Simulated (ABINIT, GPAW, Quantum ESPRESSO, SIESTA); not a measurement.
Cu (Fm-3m, 1 atom in the cell) computed with different codes at matched settings

Self-consistent single point.

```
Cu
1.0
    0.00000     1.80660     1.80660
    1.80660     0.00000     1.80660
    1.80660     1.80660     0.00000
Cu
1
Direct
  0.00000   0.00000   0.00000
```

Shared settings, as Quantum ESPRESSO writes them: occupations = smearing; smearing = fermi-dirac; degauss = 0.0099958 Ry; K_POINTS = automatic 16 16 16 0 0 0. Potentials and cutoffs stand in the table.

```tsv
code	model	pressure (GPa)	cutoff
SIESTA	GGA PBEsol, numerical atomic orbitals DZP, PseudoDojo PBEsol standard norm-conserving potentials (rewritten from UPF to PSML)	-9.05	grid 350 Ry
ABINIT	PBEsol, PAW (JTH v2.0 PBE PAW, files made for PBE)	-6.39	60 Ry
Quantum ESPRESSO	PBEsol, SSSP 1.1.2 precision (PBE) pseudopotentials	-9.73	75 Ry
GPAW	PBEsol, GPAW PAW datasets PBEsol (made by gpaw-setup)	-4.72	850 eV
```

On SIESTA's run: spin polarisation is off.

The spread over the programs that give each value: pressure within 5.01 GPa.

SIESTA uses small atom-centred bases, whose incompleteness enters pressures, forces and empty levels differently from a plane-wave cutoff.

The starting cell comes from a database of computed structures (which also holds hypothetical and non-ambient phases and stackings), without a prior relaxation at this level. Its lattice was rescaled by a random factor within 2.5 % of one.

Left out of this page: Elk (not drawn, or without a comparable value); FLEUR (with a known weakness of the program).
